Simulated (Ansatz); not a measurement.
LiC6 (P6/mmm), PBEsol, DFPT electron-phonon coupling, linearised Boltzmann equation in Ansatz (an electronic-structure program). Phonon-limited resistivity 18.9 μΩ·cm at 300 K along z (a = (4.31, 0.00, 0.00) Å; b = (-2.15, 3.73, 0.00) Å; c = (0.00, 0.00, 3.65) Å), current-weighted mean free path 30 nm, Drude plasma energy 2.86 eV.

**Question.** What Drude relaxation time do resistivity and plasma energy imply?

**Answer.** ω_p = 4.35e15 s⁻¹, so τ = 1/(ε₀ ω_p² ρ) = 31.7 fs, a damping ħ/τ of 20.8 meV.

**Question.** What is the classical skin depth at 100 GHz (nonmagnetic, μ₀ = 1.257×10⁻⁶ H/m)?

**Answer.** δ = √(ρ/(π f μ₀)) = 692 nm.

A metal at this level (no band gap). Only scattering by harmonic phonons is included (no impurities, grain boundaries, electron-electron scattering or thermal expansion). Spin-orbit coupling is left out. Halving the electron mesh (24x24x24) moves the resistivity by up to 3 % at 300 K, the mean free path by up to 1 %. Smearing 0.20 eV; phonons on a 4x4x4 q mesh, which this run doesn't test.

Computed structure with no diffraction record at hand here (it may be known, metastable or hypothetical): LiC6 (P6/mmm).
